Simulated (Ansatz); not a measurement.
Band structure of BaCdSbF (P4/nmm, 8 atoms in the cell).

```
CELL_PARAMETERS angstrom
      4.63263     0.00000     0.00000
      0.00000     4.63263     0.00000
      0.00000     0.00000     9.80636
ATOMIC_POSITIONS crystal
  Ba 0.00000 0.50000 0.64049
  Ba 0.50000 0.00000 0.35951
  Cd 0.50000 0.50000 0.00000
  Cd 0.00000 0.00000 0.00000
  Sb 0.00000 0.50000 0.18461
  Sb 0.50000 0.00000 0.81539
  F  0.50000 0.50000 0.50000
  F  0.00000 0.00000 0.50000
```

Level of theory: PBEsol, PAW files made with PBE (plane waves; Ansatz, an electronic-structure program).

Settings: kpoints.mp_grid.grid = 3 3 2; hamiltonian.xc = pbesol; hamiltonian.pseudopotentials = {kind: paw} (the program's default PAW files); scf.occupations.method = fermi_dirac; scf.occupations.width = 0.01 eV; kpoints.band_path.npoints = 8.

The starting cell comes from a database of computed structures (which also holds hypothetical and non-ambient phases and stackings), without a prior relaxation at this level. Spin-orbit coupling is off.

Problem. Predict the gap along the standard path and the places of the band edges.

Solution. The gap along the path is 0.16 eV, direct at Γ to within 0.01 eV. Another conduction valley lies within 0.1 eV, so the order of the valleys is not sure.

Levels in eV from the top of the valence band on the path, bands 49 to 56:
```csv
point,49,50,51,52,53,54,55,56
Γ,-1.73,-0.84,0.00,0.00,0.16,1.27,1.44,2.13
X,-1.40,-1.40,-0.69,-0.69,1.50,1.50,2.17,2.17
M,-2.40,-2.40,-2.32,-2.32,1.51,1.51,1.86,1.86
Z,-1.72,-1.14,-0.02,-0.02,0.25,1.47,1.64,2.03
R,-1.25,-1.25,-0.68,-0.68,1.51,1.51,2.27,2.27
A,-2.39,-2.39,-2.34,-2.34,1.84,1.84,2.03,2.03
```

Keys are those of Ansatz 0.2.
